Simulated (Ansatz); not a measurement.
A self-consistent single point of Ge2Mo (I4mm, 3 atoms in the cell) with Ansatz (a first-principles code).

Level of theory: LDA (PW92), default PAW files made with PBE (plane waves; Ansatz).

```
Ge2Mo
1.0
   -1.66840     1.66840     4.11366
    1.66840    -1.66840     4.11366
    1.66840     1.66840    -4.11366
Ge Mo
2 1
Direct
  0.66775   0.66775   0.00000
  0.33833   0.33833   0.00000
  0.00000   0.00000   0.00000
```

Reference input (self-consistent single point, DFT, LDA (PW92), plane waves, default PAW files made with PBE): basis.ecutwfc = 420 eV; kpoints.mp_grid.grid = 14 14 14; hamiltonian.xc = lda; hamiltonian.pseudopotentials = {kind: paw} (the program's default PAW files); scf.occupations.method = gaussian; scf.occupations.width = 0.1 eV. This run's input differs from it in these lines:

Ansatz 0.2 input:
```diff
@@ -14,3 +14,3 @@
   mp_grid:
-    grid: [14, 14, 14]
+    grid: [23, 23, 23]
 hamiltonian:
@@ -22,3 +22,3 @@
     method: gaussian
-    width: 0.1
+    width: 0.2
 output:
```

Output (repeated stretches shortened):

```
SCF iter   1: F=—  HF=-13274.942442 eV  |F-HF|=—  |Δ(HF+E_count)|=         —  Δρ=7.87e-3  dr2=2.08e-2  ethr=1.77e-3  ⟨swp⟩=4.4  Hψ=88858  notcnv=0
all-band conjugate gradients solve this SCF's bands
preconditioner: auto → Kerker (q_TF=auto, 2.689 Å⁻¹)
SCF iter   2: F=—  HF=-13274.939286 eV  |F-HF|=—  |Δ(HF+E_count)|=   3.16e-3  Δρ=3.70e-3  dr2=3.38e-3  ethr=4.96e-5  ⟨swp⟩=2.8  Hψ=47054  notcnv=0
SCF iter   3: F=—  HF=-13274.938580 eV  |F-HF|=—  |Δ(HF+E_count)|=   7.06e-4  Δρ=1.41e-3  dr2=5.88e-4  ethr=8.05e-6  ⟨swp⟩=1.1  Hψ=23963  notcnv=0
SCF iter   4: F=—  HF=-13274.938399 eV  |F-HF|=—  |Δ(HF+E_count)|=   1.81e-4  Δρ=2.81e-4  dr2=3.83e-5  ethr=1.40e-6  ⟨swp⟩=3.0  Hψ=44815  notcnv=0
SCF iter   5: F=—  HF=-13274.938384 eV  |F-HF|=—  |Δ(HF+E_count)|=   1.53e-5  Δρ=1.10e-4  dr2=4.86e-6  ethr=9.13e-8  ⟨swp⟩=2.0  Hψ=39667  notcnv=0
SCF iter   6: F=—  HF=-13274.938382 eV  |F-HF|=—  |Δ(HF+E_count)|=   1.90e-6  Δρ=2.66e-5  dr2=3.59e-7  ethr=1.16e-8  ⟨swp⟩=2.0  Hψ=36544  notcnv=0
SCF iter   7: F=-13274.938382 eV  HF=-13274.938382 eV  |F-HF|=1.96e-8  |Δ(HF+E_count)|=   6.23e-8  Δρ=5.74e-6  dr2=2.90e-8  ethr=2.38e-10  ⟨swp⟩=5.7  Hψ=83867  notcnv=0
SCF 1 converged in 7 iterations: F = -13274.938382 eV  dr2 = 2.90e-8
Free energy (F): -13274.938382 eV
Internal energy: -13274.921898 eV  (E = F + TS)
E sigma→0 (E₀):  -13274.930140 eV
Entropy (-TS):   -0.016484 eV (-5.495 meV/atom)
Fermi energy:    16.374245 eV
--- Forces (eV/Å), atoms counted from 1 ---
  atom   1  Ge     0.00000000     0.00000000    -0.55468851
  atom   2  Ge    -0.00000000     0.00000000     0.36637087
  atom   3  Mo    -0.00000000     0.00000000     0.18832504
--- Stress (GPa, compression-positive) ---
       -8.806119      -0.000000      -0.000000
       -0.000000      -8.806119       0.000000
       -0.000000       0.000000      -7.965997
  P = ⅓ Tr σ = -8.5261 GPa (-85.261 kbar)
  The stress holds the Pulay correction. Without it, at fixed plane waves, as pw.x and ABINIT print it: P = -8.5634 GPa
```

The run converged in 7 iterations. Against the reference run the free energy falls by 2.0 meV/atom, the pressure hardly changes (-8.59 to -8.53 GPa) and the largest force moves little (0.559 to 0.555 eV/Å).

The starting cell comes from a database of computed structures (which also holds hypothetical and non-ambient phases and stackings), without a prior relaxation at this level. Its lattice was rescaled by up to half a per cent. One atom was moved a little off its site on purpose. Spin polarisation is off. With a pressure of about -9 GPa the cell is away from its equilibrium volume at this level. Ansatz's pressure includes its estimate of the finite-basis (Pulay) stress.
